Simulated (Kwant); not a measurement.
Device: wire with a row of barriers in a Ge (holes) two-dimensional gas. Effective mass 0.06 mₑ, grid spacing 2 nm, hard walls, nominal width 60 nm (29 grid rows, so walls 60 nm apart), one parabolic valley, scattering region 200 nm long along x; energies count from the band bottom; Fermi energy swept from 0.0013927 to 0.016538 eV. 3 barrier(s) across the wire, height 0.087 eV, thickness 6 nm (about 3 grid columns), spaced by 32 nm.

The device is made up for the run: typed textbook-type constants, with dimensions and the other settings drawn at random.

Model: effective-mass tight-binding model on a square grid, one spin, coherent transport at 0 K (Kwant). Conductance is in e²/h.

Task: How many channels do the leads carry at E = 5.30, 9.58 meV?

Result: The hard-wall thresholds are n² ħ²π²/(2mW²) = n² × 1.74 meV with W = 60 nm. √(5.30/1.74) = 1.74, so 1. √(9.58/1.74) = 2.35, so 2.
